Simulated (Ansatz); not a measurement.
Subject: the energy of the reaction as written. Reaction: cell B → cell A. The sign is products less reactants.

Cell A: a sheet of composition Pd2, 2 atoms, hexagonal cell of 4.29 Å (15.9 Å²), symmetry P6/mmm, 0.0 Å thick under 16 Å of vacuum, in-plane vectors relaxed; planes from bottom to top: Pd2, all atoms in one plane; a model cell; spin state with PBE: no moments, k-point mesh 18×18×1.
```xyz
2
Lattice="4.2878 0.0000 0.0000 -2.1439 3.7134 0.0000 0.0000 0.0000 16.0000" Properties=species:S:1:pos:R:3 pbc="T T T"
Pd     0.0000     2.4756     8.0000
Pd     2.1439     1.2378     8.0000
```

Cell B: a sheet of composition Pd2, 2 atoms, hexagonal cell of 2.70 Å (6.3 Å²), symmetry P-3m1, 2.3 Å thick under 15 Å of vacuum, in-plane vectors relaxed; planes from bottom to top: Pd × 2; a model cell; spin state with PBE: no moments, k-point mesh 18×18×1.
```
CELL_PARAMETERS angstrom
      2.70028     0.00000     0.00000
     -1.35014     2.33851     0.00000
      0.00000     0.00000    16.86645
ATOMIC_POSITIONS crystal
  Pd 0.33333 0.66667 0.56927
  Pd 0.66667 0.33333 0.43073
```

All numbers come from Ansatz (a first-principles code), plane waves with PAW, its default PAW set, cutoff 420 eV. The structures are at rest with PBE. Neutral cells; Fermi-Dirac smearing of at most 0.10 eV in the solids, energies taken to zero width. A dispersion term (D3(BJ), or D4 for r2SCAN) was computed beside these levels and is taken off wherever the name lacks it. No zero-point or thermal terms. The cells' k-point meshes differ in density, so the last digit is unsettled. Cell A has symmetry P6/mmm and got no random move, so less symmetric positions, which may lie lower, weren't tried. Cell B has symmetry P-3m1 and got no random move, so less symmetric positions, which may lie lower, weren't tried.

Task: Give the value at the level PBE.

Result: 2.44 eV, for cell B → cell A.
